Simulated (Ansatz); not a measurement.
# Carrier properties of BAs (F-43m)

```xyz
2
Lattice="0.0000 2.3839 2.3839 2.3839 0.0000 2.3839 2.3839 2.3839 0.0000" Properties=species:S:1:pos:R:3 pbc="T T T"
B      0.0000     0.0000     0.0000
As     1.1920     1.1920     1.1920
```

All values below come from HSE06, rigid bands (plane waves, PAW, scalar-relativistic; Ansatz, an electronic-structure program). Cell: cell and atoms relaxed with PBEsol.

```yaml
band_gap: 1.82 eV
electron conductivity mass (300 K, dilute): 0.29 mₑ
effective density of states N_c (300 K): 3.3e19 cm⁻³
density_of_states_mass_electrons: 1.20 mₑ
Seebeck coefficient, n-type 1e19 cm⁻³, 300 K: -316 μV/K
best n-type power factor at 300 K for τ = 10 fs (best axis; densities from 1e16 to 1e21 cm⁻³ tried, whether or not they can be reached): 17.9 μW/(cm·K²) at 1e20 cm⁻³
```

Rigid bands; masses and Seebeck coefficients take one relaxation time τ for all states and one kind of carrier; polarons and phonon drag are left out. Spin-orbit coupling is left out. Geometry: cell and atoms relaxed with PBEsol.
